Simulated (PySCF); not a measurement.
PySCF 2.14.0, WB97X/def2-svpd, df: Hf(F)3(Br) ([F][Hf]([F])([F])[Br]), 5 atoms. The geometry is a generated start, not checked to be a minimum at this level.

```
Quantity                                             Value
-------------------------  -------------------------------
task                                                energy
method                                               wb97x
basis                                            def2-svpd
two-electron scheme                        density fitting
mol.max_memory                                     3000 MB
mf.max_cycle                                           100
mf.DIIS                                    CDIIS (default)
mf.conv_tol                                1e-09 (default)
mf.grids.level                                 3 (default)
effective core potentials  those of the basis set, past Kr
basis functions                                        145
grid points                                          87008
```

```xyz
5

Hf     0.0353    -0.0638     0.1234
F      0.4459     1.2370     1.3334
F      1.4750    -1.1349    -0.2003
F     -1.3968    -1.0454     0.6778
Br    -0.5594     1.0070    -1.9343
```

Charge 0 and multiplicity 1 are set for this test and not shown to be the ground state.

With the defaults (mf.init_guess = minao, mf.diis = true, mf.damp = 0, mf.diis_start_cycle = 1, mf.diis_damp = 0, mf.diis_space = 8, mf.level_shift = 0) it converges in 12 Fock builds. One run each on 2 threads, 1 BLAS thread, with these changes:
- mf.level_shift = 0.1 Hartree
- mf.init_guess = huckel
- mf.diis_damp = 0.3
- mf.init_guess = atom
- mf.diis_space = 20
- mf.init_guess = 1e
- mf.diis = false
- mf.damp = 0.7, mf.diis_start_cycle = 8
- mf.damp = 0.3, mf.diis_start_cycle = 4

Name the settings that don't reach the solution of the defaults.

No convergence: mf.init_guess = 1e; mf.diis = false (the run ends without SCF convergence in 100 cycles). The rest reach the solution of the defaults.

```csv
setting,Fock builds,end
the defaults,12,same solution
mf.init_guess = atom,12,same solution
mf.diis_damp = 0.3,12,same solution
mf.diis_space = 20,12,same solution
"mf.damp = 0.3, mf.diis_start_cycle = 4",13,same solution
mf.init_guess = huckel,13,same solution
mf.level_shift = 0.1 Hartree,13,same solution
"mf.damp = 0.7, mf.diis_start_cycle = 8",16,same solution
mf.init_guess = 1e,101,no convergence
mf.diis = false,101,no convergence
```
